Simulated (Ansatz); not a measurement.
Candidates (primitive cells; geometry: cell and atoms relaxed with PBEsol):
A. TiO₂ (P4_2/mnm), a = b = 4.5912 Å, c = 2.9390 Å, α = β = γ = 90.00°
B. CsBr (Pm-3m), a = b = c = 4.243 Å, α = β = γ = 90.00°
C. Cd$_{2}$SnO$_{4}$ (Pbam), a = 5.5708 Å, b = 9.9299 Å, c = 3.1993 Å, α = β = γ = 90.00°
D. KF (Fm-3m), a = b = c = 3.7523 Å, α = β = γ = 60.00°
E. CaS (Fm-3m), a = b = c = 3.983 Å, α = β = γ = 60.00°

**Question.** Rank these by electron conductivity mass (lowest first), as PBEsol, rigid bands run with Ansatz (a first-principles code) gives it.

**Answer.** C (0.149 mₑ), B (0.30 mₑ), E (0.41 mₑ), D (0.55 mₑ), A (1.00 mₑ)

Masses are for dilute carriers at 300 K, harmonic means over directions unless an axis is named. Spin-orbit coupling is left out.

Formula and space group known from diffraction (Crystallography Open Database), not checked to be the room-temperature form: Cd2SnO4 (Pbam).
